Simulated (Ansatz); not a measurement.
# A computed series for LiF: carrier doping

Consider LiF in the rock salt structure (space group Fm-3m, No. 225).

```cif
data_F4Li4
_chemical_formula_sum 'Li4 F4'
_space_group_name_H-M_alt 'Fm-3m'
_space_group_IT_number 225
_space_group_name_Hall '-F 4 2 3'
_cell_length_a 4.06818
_cell_length_b 4.06818
_cell_length_c 4.06818
_cell_angle_alpha 90.000
_cell_angle_beta 90.000
_cell_angle_gamma 90.000
loop_
_atom_site_label
_atom_site_type_symbol
_atom_site_symmetry_multiplicity
_atom_site_Wyckoff_symbol
_atom_site_fract_x
_atom_site_fract_y
_atom_site_fract_z
_atom_site_occupancy
Li1 Li 4 a 0.00000 0.00000 0.00000 1
F1 F 4 b 0.50000 0.50000 0.50000 1
```
(The calculation used a cell of 2 atoms; values per cell refer to that cell.)

Carriers are added at fixed cell with a uniform background; the Fermi–Dirac width is that of 300 K.

Calculations: PBE (Ansatz, an electronic-structure program, PAW, spin-orbit coupling left out).

Notes on the quantities. Fermi level from band edge: Fermi level relative to the doped band's edge (positive inside the band; to 0.05 eV).

| variant | gap between the host's bands | Fermi level from band edge |
|---|---|---|
| undoped | 8.83 eV | – |
| electrons 7.0×10^20 cm⁻³ | 8.81 eV | +0.30 eV |
| electrons 1.0×10^21 cm⁻³ | … | … |
| electrons 1.5×10^21 cm⁻³ | 8.78 eV | +0.50 eV |
| electrons 2.0×10^21 cm⁻³ | 8.76 eV | +0.60 eV |
| holes 7.0×10^20 cm⁻³ | 8.87 eV | -0.05 eV |
| holes 1.0×10^21 cm⁻³ | 8.88 eV | 0.00 eV |
| holes 1.5×10^21 cm⁻³ | 8.91 eV | 0.00 eV |
| holes 2.0×10^21 cm⁻³ | 8.94 eV | 0.00 eV |

**Question.** Complete the table.

**Answer.** 
- electrons 1.0×10^21 cm⁻³, gap between the host's bands: 8.80 eV
- electrons 1.0×10^21 cm⁻³, Fermi level from band edge: +0.40 eV

Charged cell with a jellium background: band edges are those of the host's band count, energies are not comparable with the neutral cell, and many-body gap narrowing is missing. Whether these cells are dynamically stable was not tested.
